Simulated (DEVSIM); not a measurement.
Device: Mo/SiO2/p-Ge capacitor, at 300 K.

```tsv
layer (left to right)	material	thickness (nm)	Na (cm⁻³)
1	SiO2	6.20	-
2	Ge	7200	6.8e15
```

Metal gate on the left, work function 4.6 eV. Fixed charge at the semiconductor interface 1.2e10 cm⁻² (in units of +e); no interface traps.

Constants are typed, rounded textbook-type inputs, not results; the design itself was drawn at random and stands for no fabricated device. Values at 300 K.

```csv
parameter,SiO2,Ge
gap (eV),9,0.664
affinity (eV),0.9,4
permittivity,3.9,16
Nc (cm⁻³),-,1.04e19
Nv (cm⁻³),-,6e18
```

Model (solved in DEVSIM): 1D Poisson equation in equilibrium, Boltzmann statistics, complete ionisation; no quantum confinement or tunnelling. Metal contacts follow the ideal Schottky-Mott rule: no Fermi-level pinning, no interface dipoles.

The SiO2 thickness was swept, all else fixed.

| SiO2 thickness (μm) | minimum of the low-frequency capacitance (μF/cm²) | threshold voltage (band bending 2φF) (V) | capacitance of the dielectric stack (μF/cm²) |
|---|---|---|---|
| 0.0025 | 0.0627 | 0.43 | 1.38 |
| 0.0034 | 0.0619 | 0.44 | 1.02 |
| 0.0043 | 0.0614 | 0.45 | 0.803 |
| 0.0053 | 0.0608 | 0.45 | 0.652 |
| 0.0062 | 0.0593 | 0.46 | 0.557 |
| 0.0074 | 0.0576 | 0.47 | 0.467 |

From the first row to the last the minimum of the low-frequency capacitance goes from 0.0627 to 0.0576. From the first row to the last the threshold voltage (band bending 2φF) goes from 0.43 to 0.47.
